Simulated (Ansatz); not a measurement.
Rh, response to strain

Start from Rh in the fcc (Cu type) structure (space group Fm-3m, No. 225; relaxed with 0.1 eV smearing).

```
CELL_PARAMETERS angstrom
      0.00000     1.90077     1.90077
      1.90077     0.00000     1.90077
      1.90077     1.90077     0.00000
ATOMIC_POSITIONS crystal
  Rh 0.00000 0.00000 0.00000
```

Cartesian axes are those of the cell as printed.

Strains are applied to the cell and any free atomic positions relax.

The values are results of Ansatz (a program for electronic structure), r2SCAN, PAW, cutoff 500 eV, no spin-orbit coupling, not measurements.

Notes on the quantities. energy relative to the base: free energy F; pressure: mean of the normal stresses, compression positive.

```tsv
case	energy relative to the base	shortest interatomic distance	pressure
base	0 meV/atom	2.688 Å	0.0 GPa
tensor shear ε_xy = +0.57 %	?	2.673 Å	0.0 GPa
tensor shear ε_xy = +0.29 %	+0.3 meV/atom	2.680 Å	0.0 GPa
tensor shear ε_xy = +1.43 %	+6.8 meV/atom	?	0.3 GPa
tensor shear ε_xy = +1.14 %	+4.3 meV/atom	2.657 Å	0.2 GPa
tensor shear ε_xy = +1.71 %	+9.8 meV/atom	?	0.4 GPa
tensor shear ε_xy = +2.00 %	+13 meV/atom	2.634 Å	0.6 GPa
tensor shear ε_xy = +0.86 %	+2.5 meV/atom	?	0.1 GPa
```

Task: Some entries are withheld; estimate them.

Result: 
- tensor shear ε_xy = +0.57 %, energy relative to the base: +1.1 meV/atom
- tensor shear ε_xy = +1.43 %, shortest interatomic distance: 2.650 Å
- tensor shear ε_xy = +1.71 %, shortest interatomic distance: 2.642 Å
- tensor shear ε_xy = +0.86 %, shortest interatomic distance: 2.665 Å

Whether these cells are dynamically stable was not tested. All final runs are without spin polarisation.
